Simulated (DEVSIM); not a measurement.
System: abrupt Ge p-n junction, at 400 K.

```csv
layer (left to right),material,thickness (μm),Nd (cm⁻³),Na (cm⁻³),τn (s),τp (s)
1,Ge,23.0,-,5.7e16,5.5e-7,5.5e-7
2,Ge,1.50,1.6e16,-,5.5e-7,5.5e-7
```

Left contact: ohmic. Right contact: ohmic. Voltage is applied to the left contact. Recombination: SRH at mid-gap. Mobility is μmin + (μ − μmin)/(1 + (N/Nref)^α).

The device is made up for the run: typed textbook-type constants, with dimensions and the other settings drawn at random. Values at 300 K; Nc and Nv go as T^1.5, mobilities as T to minus their exponent, the gap by Varshni's rule with the affinity fixed.

| parameter | Ge |
|---|---|
| gap (eV) | 0.664 |
| affinity (eV) | 4 |
| permittivity | 16 |
| Nc (cm⁻³) | 1.04e19 |
| Nv (cm⁻³) | 6e18 |
| μn (cm²/Vs) | 3900 |
| μp (cm²/Vs) | 1900 |
| μn,min | 150 |
| μp,min | 100 |
| Nref,n | 2.6e17 |
| Nref,p | 4e17 |
| αn | 0.56 |
| αp | 0.6 |
| T exponent of μn | 1.66 |
| T exponent of μp | 2.33 |
| Varshni α (eV/K) | 0.000477 |
| Varshni β (K) | 235 |

DEVSIM, 1D drift-diffusion, Boltzmann statistics, complete ionisation; no tunnelling, impact ionisation, image-force lowering or self-heating.

**Question.** Give the dark forward current.

**Answer.** 
(V (V), J (A/cm²)): (0.05, 12); (0.10, 46); (0.15, 110); (0.20, 210); (0.25, 330); (0.30, 490); (0.35, 670); (0.40, 890); (0.45, 1100); (0.50, 1400); (0.55, 1700); (0.60, 2100)
